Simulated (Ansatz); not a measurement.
Take TiO$_{2}$ in the anatase structure (space group I4_1/amd, No. 141; a = 3.778 Å, c = 9.589 Å) as the base. Axes: x, y, z lie along a, b, c of the conventional cell.

Computed with DFT with r2SCAN, PAW potentials and a 500 eV plane-wave cutoff in Ansatz (a first-principles code), scalar-relativistic without spin-orbit coupling, earlier PAW set.

Before the change:

The smallest direct gap is 2.87 eV. The band gap is 2.53 eV.

Modification: the cell is stretched by 5.27 % along x with no lateral relaxation, atoms relaxed at fixed cell.

Problem. Predict the new energy relative to the base, smallest direct gap, largest internal atomic displacement and band gap.

Solution. The energy increases by 30 meV/atom; the smallest direct gap decreases by 0.174 eV to 2.69 eV; the largest internal atomic displacement comes out as 0.048 Å; the band gap shrinks by 0.10 eV to 2.43 eV.

The cells carry an imposed strain or load. Stability against distortions was not tested. The final runs are not spin-polarised.
